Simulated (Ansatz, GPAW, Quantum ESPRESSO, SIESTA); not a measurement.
## CaMg6Si (Amm2, 8 atoms in the cell) computed with different codes at matched settings

Self-consistent single point.

```yaml
crystal:
  lattice:
    - [5.03356, 0.00000, 0.00000]
    - [0.00000, 3.06934, 5.99068]
    - [0.00000, -3.06934, 5.99068]
  atoms:
    - { symbol: Ca, position: [0.50000, 0.17945, 0.17945] }
    - { symbol: Mg, position: [0.50000, 0.67779, 0.17823] }
    - { symbol: Mg, position: [0.50000, 0.17823, 0.67779] }
    - { symbol: Mg, position: [0.00000, 0.82264, 0.33484] }
    - { symbol: Mg, position: [0.00000, 0.33484, 0.82264] }
    - { symbol: Mg, position: [0.00000, 0.34315, 0.34315] }
    - { symbol: Mg, position: [0.00000, 0.81755, 0.81755] }
    - { symbol: Si, position: [0.50000, 0.64633, 0.64633] }
```

Shared settings, as Ansatz (a program for electronic structure) writes them: kpoints.mp_grid.grid = 4 3 3; scf.occupations.method = gaussian; scf.occupations.width = 0.1 eV. Potentials and cutoffs stand in the table.

| code | model | pressure (GPa) | largest force (eV/Å) | cutoff |
|---|---|---|---|---|
| Ansatz | LDA (PW92), PAW files made with PBE | -2.36 | 0.149 | default |
| SIESTA | LDA PW92, numerical atomic orbitals DZP, PseudoDojo LDA standard norm-conserving potentials (rewritten from UPF to PSML) | 2.01 | 0.285 | grid 300 Ry |
| GPAW | LDA (Perdew-Wang 92), GPAW PAW datasets LDA (gpaw-data 1.0.1) | -2.28 | 0.147 | 850 eV |
| Quantum ESPRESSO | LDA (PZ), GBRV 1.5 ultrasoft (LDA) pseudopotentials | -2.36 | 0.149 | 40 Ry |

Size of the force on each atom (eV/Å): Sizes of forces hide their directions.

```csv
code,Ca1,Mg2,Mg3,Mg4,Mg5,Mg6,Mg7,Si8
Ansatz,0.024,0.013,0.013,0.100,0.100,0.005,0.149,0.043
SIESTA,0.199,0.096,0.096,0.285,0.285,0.193,0.127,0.028
GPAW,0.028,0.013,0.013,0.100,0.100,0.015,0.147,0.047
Quantum ESPRESSO,0.025,0.013,0.013,0.099,0.099,0.005,0.149,0.043
```

The spread over the programs that give each value: pressure within 4.37 GPa; largest force within 0.138 eV/Å.

SIESTA uses small atom-centred bases, whose incompleteness enters pressures, forces and empty levels differently from a plane-wave cutoff. Ansatz's pressure is given at a fixed set of plane waves, as the other plane-wave codes print theirs. The same LDA comes in different parametrisations, which differ slightly. In the pressure, SIESTA (by 4.37) lies more than 1 GPa from the median of the plane-wave programs. In the force vectors, SIESTA (by 0.281) lies more than 0.08 eV/Å from the median of the plane-wave programs.

The shared mesh is coarse (it stands for a supercell whose shortest vector is 18 Å), so the values are not converged in it.

The starting cell comes from a database of computed structures (which also holds hypothetical and non-ambient phases and stackings), without a prior relaxation at this level.

Left out of this page: CP2K (unsound by tests on forces, stress, charge or solver warnings); Elk (not drawn, or without a comparable value).

Keys are those of Ansatz 0.2.
